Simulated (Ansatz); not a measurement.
Results of r²SCAN in Ansatz (PAW) for rock-salt NaH.

A relaxed, unreconstructed slab of the (100) face has 12 atoms, two equal faces of 11.493 Å² each and an energy of -9030.4596 eV. A bulk cell of 4 atoms with the same orientation and in-plane k mesh has -3010.2727 eV. Energies are extrapolated to zero smearing.

Run with plane-wave cutoff 500 eV, 8×8×1 k mesh (along the axes of the cell as run), gaussian smearing 0.02 eV, scalar-relativistic PAW data made under PBE.

Worked out: γ = (E_slab − N E_bulk per atom)/2A = [-9030.4596 − 12 × (-3010.2727/4)]/(2 × 11.493) = 0.0156 eV/Å². With 16.022 J/m² per eV/Å² this is 0.25 J/m², or 0.18 eV per surface cell and face.

Ansatz is a first-principles code.
